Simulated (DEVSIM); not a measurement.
Structure: Schottky contact on p-type Si, at 300 K.

| layer (left to right) | material | thickness (μm) | Na (cm⁻³) | τn (s) | τp (s) |
|---|---|---|---|---|---|
| 1 | Si | 0.560 | 3.6e16 | 5.8e-7 | 5.8e-7 |
| 2 | Si | 1.80 | 2.2e18 | 5.8e-7 | 5.8e-7 |

Left contact: Schottky, work function 4.524 eV, emission velocity 2.3e6 cm/s. Right contact: ohmic. Voltage is applied to the left contact. Recombination: SRH at mid-gap, radiative, Auger. Gap narrowing is on: ΔEg = 6.92 meV × (l + √(l² + 0.5)), l = ln(N/1.3e17 cm⁻³), shared equally by both band edges. Mobility is μmin + (μ − μmin)/(1 + (N/Nref)^α).

Constants are typed, rounded textbook-type inputs, not results; the design itself was drawn at random and stands for no fabricated device. Values at 300 K; Nc and Nv go as T^1.5, mobilities as T to minus their exponent, the gap by Varshni's rule with the affinity fixed.

| parameter | Si |
|---|---|
| gap (eV) | 1.124 |
| affinity (eV) | 4.05 |
| permittivity | 11.7 |
| Nc (cm⁻³) | 2.86e19 |
| Nv (cm⁻³) | 3.1e19 |
| μn (cm²/Vs) | 1417 |
| μp (cm²/Vs) | 470 |
| μn,min | 52 |
| μp,min | 45 |
| Nref,n | 9.7e16 |
| Nref,p | 2.2e17 |
| αn | 0.68 |
| αp | 0.72 |
| T exponent of μn | 2.3 |
| T exponent of μp | 2.2 |
| B (cm³/s) | 4.7e-15 |
| Cn (cm⁶/s) | 2.8e-31 |
| Cp (cm⁶/s) | 9.9e-32 |
| Varshni α (eV/K) | 0.000473 |
| Varshni β (K) | 636 |

Simulated with DEVSIM: 1D drift-diffusion, Boltzmann statistics, complete ionisation; no tunnelling, impact ionisation, image-force lowering or self-heating. Metal contacts follow the ideal Schottky-Mott rule: no Fermi-level pinning, no interface dipoles.

Base results: potential step across the device at zero bias (V) 0.562; dark forward voltage at 1 A/cm² (V) 0.233; dark forward voltage at 100 A/cm² (V) 0.357.

### Question
What follows from this one change: doping Na of layer 1 3.6e+16 → 1.1e+18 cm^-3?

### Answer
potential step across the device at zero bias little changed (0.562 V); dark forward voltage at 1 A/cm² 0.233 → 0.216 V; dark forward voltage at 100 A/cm² 0.357 → 0.336 V.

### Question
What follows from this one change: temperature 300 → 350 K?

### Answer
potential step across the device at zero bias 0.562 → 0.530 V; dark forward voltage at 1 A/cm² 0.233 → 0.144 V; dark forward voltage at 100 A/cm² 0.357 → 0.290 V.

### Question
What follows from this one change: doping Na of layer 2 2.2e+18 → 2.2e+17 cm^-3?

### Answer
potential step across the device at zero bias 0.562 → 0.517 V; dark forward voltage at 1 A/cm² little changed (0.233 V); dark forward voltage at 100 A/cm² little changed (0.359 V).
